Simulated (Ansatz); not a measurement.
Consider the following.

```
CELL_PARAMETERS angstrom
      3.62781     0.00000     0.00000
      0.00000     3.62781     0.00000
      0.00000     0.00000     5.18464
ATOMIC_POSITIONS crystal
  Zr 0.00000 0.00000 0.00000
  Zr 0.50000 0.50000 0.50000
  O  0.00000 0.50000 0.19796
  O  0.00000 0.50000 0.69796
  O  0.50000 0.00000 0.30204
  O  0.50000 0.00000 0.80204
```

No spin polarisation.

Calculations: PBE in Ansatz (plane waves to 420 eV, PAW, no spin-orbit coupling), earlier PAW set. k-mesh 9×9×6 (Γ-centred); smearing 0.05 eV (Fermi–Dirac).

Q: Predict the electron mass, band gap and space group.

A: The electron mass comes out as 2.2 mₑ along z, 0.59 mₑ across (at Γ). The band gap is 3.87 eV and the space group is P4_2/nmc (No. 137).

Load acts through the strain it causes; cell and atoms are relaxed under it. Masses are band curvatures over ±0.01 Å⁻¹ around the edge. Stability under load was not tested beyond the relaxation. The cell was made from ZrO2 (space group P4_2/nmc, No. 137) by this change: uniaxial stress, 5 GPa compression along z. This is not the structure that ZrO2 has at room temperature and ambient pressure.

Ansatz is an electronic-structure program.
